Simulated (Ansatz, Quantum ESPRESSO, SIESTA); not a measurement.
# Code comparison for LaMg6B (P1, 8 atoms in the cell)

Self-consistent single point, at a second geometry (atoms moved at random). First geometry:

```
LaMg6B
1.0
    4.77910     0.00000     0.00000
    0.00000     3.23670     5.87425
    0.00000    -3.23670     5.87425
La Mg B
1 6 1
Direct
  0.00000   0.80532   0.80532
  0.00000   0.81490   0.33592
  0.00000   0.33592   0.81490
  0.00000   0.33626   0.33626
  0.50000   0.66465   0.19565
  0.50000   0.19565   0.66465
  0.50000   0.17452   0.17452
  0.50000   0.67279   0.67279
```

Second geometry:
```
LaMg6B
1.0
    4.77910     0.00000     0.00000
    0.00000     3.23670     5.87425
    0.00000    -3.23670     5.87425
La Mg B
1 6 1
Cartesian
  0.00570   0.04104   9.45267
 -0.05355   1.51305   6.74658
  0.02289  -1.53923   6.83663
 -0.04810  -0.01682   3.94157
  2.37322   1.51767   5.04302
  2.39877  -1.51530   5.00308
  2.40456  -0.07530   2.06839
  2.45471   0.07489   7.90216
```

Shared settings, as Ansatz (a first-principles code) writes them: kpoints.mp_grid.grid = 4 3 3; scf.occupations.method = fermi_dirac; scf.occupations.width = 0.0073 Ry. Potentials and cutoffs stand in the table.

| code | model | ΔF from the first geometry (meV/atom) | pressure (GPa) | largest force (eV/Å) | cutoff |
|---|---|---|---|---|---|
| Ansatz | PBEsol, PAW files made with PBE | 4.2 | -0.88 | 0.371 | default |
| SIESTA | GGA PBEsol, numerical atomic orbitals DZP, PseudoDojo PBEsol standard norm-conserving potentials (rewritten from UPF to PSML) | 6.4 | 0.49 | – | grid 350 Ry |
| Quantum ESPRESSO | PBEsol, GBRV 1.5 ultrasoft (PBESOL) pseudopotentials | 4.3 | -0.85 | 0.375 | 40 Ry |

Size of the force on each atom (eV/Å): Sizes of forces hide their directions.

```json
[
 {"code": "Ansatz", "La1": "0.216", "Mg2": "0.167", "Mg3": "0.371", "Mg4": "0.327", "Mg5": "0.140", "Mg6": "0.300", "Mg7": "0.169", "B8": "0.143"},
 {"code": "Quantum ESPRESSO", "La1": "0.221", "Mg2": "0.170", "Mg3": "0.375", "Mg4": "0.328", "Mg5": "0.139", "Mg6": "0.301", "Mg7": "0.170", "B8": "0.148"}
]
```

A dash marks a value that a program does not give, or that is left out as unsure.

The spread over the programs that give each value: ΔF from the first geometry within 2.2 meV/atom; pressure within 1.37 GPa; largest force within 0.004 eV/Å.

SIESTA uses small atom-centred bases, whose incompleteness enters pressures, forces and empty levels differently from a plane-wave cutoff. Ansatz's pressure is given at a fixed set of plane waves, as the other plane-wave codes print theirs. In the pressure, SIESTA (by 1.35) lies more than 1 GPa from the median of the plane-wave programs.

The starting cell comes from a database of computed structures (which also holds hypothetical and non-ambient phases and stackings), without a prior relaxation at this level. For this run, on top of that: atoms moved at random.

Left out of this page: CP2K (unsound by tests on forces, stress, charge or solver warnings).

Keys are those of Ansatz 0.2.
